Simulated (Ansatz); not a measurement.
Worked example: self-consistent single point of Al₂NiS₄ (Fd-3m, 14 atoms in the cell) in Ansatz (an electronic-structure program).

Computed with PBE-D3BJ-ATM (plane waves, PAW; Ansatz).

```
CELL_PARAMETERS angstrom
      0.00000     4.85353     4.85353
      4.85353     0.00000     4.85353
      4.85353     4.85353     0.00000
ATOMIC_POSITIONS crystal
  Al 0.12500 0.12500 0.12500
  Al 0.62500 0.12500 0.12500
  Al 0.12500 0.62500 0.12500
  Al 0.12500 0.12500 0.62500
  Ni 0.75000 0.75000 0.75000
  Ni 0.50000 0.50000 0.50000
  S  0.36260 0.36260 0.36260
  S  0.91220 0.36260 0.36260
  S  0.36260 0.91220 0.36260
  S  0.36260 0.36260 0.91220
  S  0.88740 0.88740 0.88740
  S  0.33780 0.88740 0.88740
  S  0.88740 0.33780 0.88740
  S  0.88740 0.88740 0.33780
```
Moments meant for the start (each program seeds them in its own way; μB, in the order of the atoms Al Al Al Al Ni Ni S S S S S S S S): 0.0 0.0 0.0 0.0 2.0 2.0 0.0 0.0 0.0 0.0 0.0 0.0 0.0 0.0.

Reference input (self-consistent single point, DFT, PBE, plane waves, default PAW files): kpoints.mp_grid.grid = 3 3 3; hamiltonian.xc = pbe; hamiltonian.pseudopotentials = {kind: paw} (the program's default PAW files); magnetization.spin_polarized = true; scf.occupations.method = cold; scf.occupations.width = 0.1 eV. This run's input differs from it in these lines:

```diff
@@ -24,2 +24,3 @@
   xc: pbe
+  dispersion: d3bjatm
   pseudopotentials: { kind: paw }
```

Log, with long lists cut:

```
SCF iter   1: F=—  HF=-21064.285820 eV  |F-HF|=—  |Δ(HF+E_count)|=         —  Δρ=4.45e-2 (↑4.45e-2 ↓4.31e-2)  dr2=2.26e1  dr2_m=2.88e-1  M=4.000 μB ∫|m|=4.035 μB  β_m=0.30  ethr=3.10e-3  ⟨swp⟩=8.2  Hψ=2414  notcnv=0
Mixer restart at iter 1: flushing history
all-band conjugate gradients solve this SCF's bands
preconditioner: auto → Kerker (q_TF=auto, 2.361 Å⁻¹)
spin=Collinear: Kerker preconditioning applied to the charge; magnetization (m = ρ↑ − ρ↓) channel mixes plain (no charge-response kernel on spin).
   [... lines left out ...]
SCF 1 converged in 20 iterations: F = -21060.669201 eV  dr2 = 4.40e-9
WARN: an SCF from antiferromagnetic starting moments (0.00, 0.00, 0.00, 0.00, -2.00, 2.00, 0.00, 0.00, 0.00, 0.00, 0.00, 0.00, 0.00, 0.00 Bohr magnetons, atom …
   [... lines left out ...]
Absolute magnetization: 3.6602 μB (∫|ρ↑−ρ↓|, with the PAW one-centre terms)
Free energy (F): -21060.669201 eV
Fermi energy:    8.030471 eV
   [... lines left out ...]
  atom  14  S      1.28425745     1.28425745    -1.28425745
--- Stress (GPa, compression-positive) ---
        7.561646      -0.000000      -0.000000
        0.000000       7.561646       0.000000
       -0.000000       0.000000       7.561646
  P = ⅓ Tr σ = 7.5616 GPa (75.616 kbar)
  The stress holds the Pulay correction. Without it, at fixed plane waves, as pw.x and ABINIT print it: P = 7.5333 GPa
```

The run converged in 20 iterations. Against the reference run the pressure goes from 10.79 to 7.56 GPa, the largest force hardly changes (2.217 to 2.224 eV/Å) and the size of the net moment stays at 0.26 μB/atom.

The starting cell was generated: these elements placed on a structure prototype, without a prior relaxation; it need not be a known phase or ordering of this composition. The magnetic order is the one reached from the typed start; others were not searched systematically. The program warned that, by what it read of turns of the moments, another magnetic order lies lower. With a pressure of about 8 GPa the cell is away from its equilibrium volume at this level. Forces in this geometry exceed 1 eV/Å. Ansatz's pressure includes its estimate of the finite-basis (Pulay) stress.

Keys are those of Ansatz 0.2.
